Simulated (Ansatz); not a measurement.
The structure below was relaxed with Kohn–Sham DFT with the PBEsol functional, run in Ansatz (a first-principles code) with PAW and 420 eV plane waves, scalar-relativistic without spin-orbit coupling, at pressure 0.3 GPa.

```xyz
8
Lattice="5.4000 0.0000 0.0000 -2.7000 4.6766 0.0000 0.0000 0.0000 4.3088" Properties=species:S:1:pos:R:3 pbc="T T T"
V      0.0000     3.1177     3.2316
V      2.7000     1.5589     1.0772
Ir     0.0000     1.5666     1.0772
Ir     2.7000     3.1100     3.2316
Ir     4.0433     0.7833     3.2316
Ir    -1.3433     3.8933     1.0772
Ir     1.3433     3.8933     1.0772
Ir     1.3567     0.7833     3.2316
```

Find the space group and the Wyckoff positions.

Space group P6₃/mmc (No. 194); a = b = 5.400 Å, c = 4.309 Å, α = β = 90.00°, γ = 120.00°

```tsv
atom	site	symmetry	x	y	z
V	2d	-6m2	0.6667	0.3333	0.2500
Ir	6h	mm2	0.1675	0.3350	0.2500
```

Describe the coordination.

The crystal has 8 atoms in its conventional cell. Lattice parameters: a = 5.400 Å, b = 5.400 Å, c = 4.309 Å, α = 90.00°, β = 90.00°, γ = 120.00°. V is surrounded by 12 Ir at 2.655–2.700 Å (anticuboctahedral). Ir is surrounded by 4 V at 2.655–2.700 Å and 8 Ir at 2.664–2.713 Å (anticuboctahedral). (Neighbours: up to the widest gap in distance over summed covalent radii, below 1.35, at either atom.)

Load acts through the strain it causes; cell and atoms are relaxed under it. Whether these cells are dynamically stable was not tested. All final runs are without spin polarisation. The cell was made from VIr3 (space group P6_3/mmc, No. 194; a cell from a computed database, its experimental status unchecked) by this change: pressure 0.3 GPa.
